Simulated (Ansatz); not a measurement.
Where the default PAW files enter, the runs use the earlier of Ansatz's two default sets.

Crystal: CdF₂ (Fm-3m, fluorite, not sure to be the ambient phase, 3 atoms a cell, 13.5 Å³ an atom, -3 GPa at this level); both levels run on this one cell.

Complex bands along the normal of (111) by Ansatz (plane waves, PAW, no spin-orbit coupling). r2SCAN gives a gap of 3.67 eV and a slowest mid-gap decay of 0.378 1/Å.

Q: What does PBE give on the same cell, and what does that do to the current through 2 nm?

A: Gap 2.98 eV, κ = 0.332 1/Å. The mid-gap transmission through 2 nm changes by exp(2 × 20 × (0.378 − 0.332)) = a factor of 6.3 against r2SCAN.

Ansatz is a program for electronic structure.
